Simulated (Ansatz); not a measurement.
# A short convergence ladder for Rb (Im-3m, 1 atom in the cell)

```
CELL_PARAMETERS angstrom
     -2.83347     2.83347     2.83347
      2.83347    -2.83347     2.83347
      2.83347     2.83347    -2.83347
ATOMIC_POSITIONS crystal
  Rb 0.00000 0.00000 0.00000
```

Base method: LDA (PW92), default PAW files made with PBE (plane waves; Ansatz, a program for electronic structure).

Base settings: basis.ecutwfc = 420 eV; kpoints.mp_grid.grid = 8 8 8; hamiltonian.xc = lda; hamiltonian.pseudopotentials = {kind: paw} (the program's default PAW files); scf.occupations.method = fermi_dirac; scf.occupations.width = 0.1 eV.

The count of work is k-points × plane waves × bands × iterations; it is no time. Core times come from one kind of shared machine, to one figure; runs under 30 s give none.

**The size of a vacancy's supercell**

On Rb (Im-3m, 2 atoms in the cell), and larger cells.

Steps: 2 x 1 x 1 supercell, one Rb atom taken out, nothing relaxed; 2 x 2 x 1 supercell, one Rb atom taken out, nothing relaxed; and so on, with the mesh thinned in proportion.

Only quantities that move along the ladder and can be compared are tabulated.

```tsv
atoms	unrelaxed vacancy energy (eV)	count of work / last	core time / last (rough)
2	0.261	0.088	–
4	0.351	0.13	–
8	0.399	0.17	–
12	0.402	0.83	0.9
18	0.403	1.5	2
27	0.402	1.0	1
```

Smallest size that holds the unrelaxed vacancy energy within 0.02 eV of the last step, with all finer ones: 8, at 0.17 of the last step's count of work; the step before is off by 0.051 eV.

On the base run: the starting cell has typed, rounded lattice constants, without a prior relaxation at this level. Its lattice was rescaled by up to half a per cent.

Left out of this page: 1 run of the series stopped by limits of time or memory.

Keys are those of Ansatz 0.2.
